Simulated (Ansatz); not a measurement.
The parent structure is GaP in the zinc blende structure (space group F-43m, No. 216; a = 5.4390 Å). Axes: x, y, z lie along the cube axes.

Method: PBEsol/PAW in Ansatz (a first-principles code), without spin-orbit coupling, earlier PAW set.

Before the change:

The valley order is a point along ⟨100⟩, about 1.0 Å⁻¹ from Γ 1.45 eV; L along ⟨111⟩ 1.60 eV; Γ 1.80 eV and the shortest interatomic distance is 2.355 Å.

It is then changed as follows: uniaxial stress, 3 GPa tension along z; all other stress components relax to zero.

Q: Estimate the effect on the valley order.

A: The valley order (the lowest conduction-band minima on the path, energy above the VBM, named in the base's zone) changes from a point along ⟨100⟩, about 1.0 Å⁻¹ from Γ 1.45 eV; L along ⟨111⟩ 1.60 eV; Γ 1.80 eV to a point along [010], about 1.0 Å⁻¹ from Γ 1.30 eV; L along [111] 1.46 eV; Γ 1.61 eV; a point along [001], about 1.0 Å⁻¹ from Γ 1.61 eV.

Q: How does this affect the shortest interatomic distance?

A: The shortest interatomic distance rises by 0.010 Å to 2.365 Å.

Q: Predict the new energy relative to the base.

A: The energy rises by 5.4 meV/atom.

Load acts through the strain it causes; cell and atoms are relaxed under it. Gaps are read on the SCF mesh and a high-symmetry path. Beyond what the load breaks, stability against distortions was not tested.
